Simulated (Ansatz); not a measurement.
Given:

```
Al2O3
1.0
    2.44048     1.40901     4.44024
   -2.44048     1.40901     4.44024
    0.00000    -2.81802     4.44024
Al O
4 6
Direct
  0.64772   0.64772   0.64772
  0.14772   0.14772   0.14772
  0.35228   0.35228   0.35228
  0.85228   0.85228   0.85228
  0.75000   0.44425   0.05575
  0.05575   0.75000   0.44425
  0.25000   0.55575   0.94425
  0.55575   0.94425   0.25000
  0.94425   0.25000   0.55575
  0.44425   0.05575   0.75000
```

No spin polarisation.

The values are results of PBE (Ansatz, a quantum-chemistry and plane-wave program; PAW; 420 eV plane waves; no spin-orbit coupling), not measurements. Γ-centred 8×8×8 mesh, Fermi–Dirac width 0.05 eV.

### Question
Estimate the band gap.

### Answer
5.31 eV.

### Question
Predict the electron mass.

### Answer
0.35 mₑ (at Γ).

### Question
What pressure (mean of the normal stresses, compression positive) does the calculation give?

### Answer
-9.40 GPa.

The cells carry an imposed strain or load. Effective masses come from finite differences of ±0.01 Å⁻¹. No phonon test of stability was made. The cell was made from Al$_{2}$O$_{3}$ in the corundum structure (space group R-3c, No. 167) by this change: isotropic strain +1.50 %.
